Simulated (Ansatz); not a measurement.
Results of LDA (Ansatz, an electronic-structure program, PAW) for CsCl-type CoAl.

Run with plane-wave cutoff 520 eV, 20×20×20 k mesh, Fermi–Dirac smearing 0.05 eV, no spin polarisation, scalar-relativistic PAW data made under PBE.

Cell (relaxed at this level):

```cif
data_AlCo
_chemical_formula_sum 'Al1 Co1'
_space_group_name_H-M_alt 'Pm-3m'
_space_group_IT_number 221
_space_group_name_Hall '-P 4 2 3'
_cell_length_a 2.79382
_cell_length_b 2.79382
_cell_length_c 2.79382
_cell_angle_alpha 90.000
_cell_angle_beta 90.000
_cell_angle_gamma 90.000
loop_
_atom_site_label
_atom_site_type_symbol
_atom_site_symmetry_multiplicity
_atom_site_Wyckoff_symbol
_atom_site_fract_x
_atom_site_fract_y
_atom_site_fract_z
_atom_site_occupancy
Al1 Al 1 b 0.50000 0.50000 0.50000 1
Co1 Co 1 a 0.00000 0.00000 0.00000 1
```

**Question.** Give the computed bulk modulus and pressure derivative B′ of the bulk modulus.

**Answer.** 
bulk modulus: 208 GPa
pressure derivative B′ of the bulk modulus: 4.3

The run finds no gap.

Measured, for comparison: bulk modulus 162 GPa (room temperature, no zero-point or thermal correction; as tabulated in Yamada et al. (2019), arXiv:1910.09660). Computed (rounded) less measured: bulk modulus +28 %.

Static lattice: no zero-point or thermal effects.
